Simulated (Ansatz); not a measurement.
Consider CdSe in the wurtzite structure (space group P6_3mc, No. 186; a = 4.2475 Å, c = 6.9410 Å). Axes: x lies along a and z along c of the hexagonal cell.

Level of theory: LDA/PAW in Ansatz (an electronic-structure program), spin-orbit coupling left out.

It is then changed as follows: every lattice vector is stretched by 0.60 %, atoms relaxed at fixed cell.

Q: Predict the stress tensor and what it implies for the stiffness.

A: Stress of the strained cell less that of the base (GPa, compression positive):
```
  -0.99    0.00    0.00
   0.00   -0.99    0.00
   0.00    0.00   -1.00
```

Then B = −ΔP/(ΔV/V₀) with ΔV/V₀ = 0.0181 gives secant stiffness values (nonlinear terms included at this strain): B (at held cell shape, above the free-shape value) ≈ 55 GPa.

Whether these cells are dynamically stable was not tested.
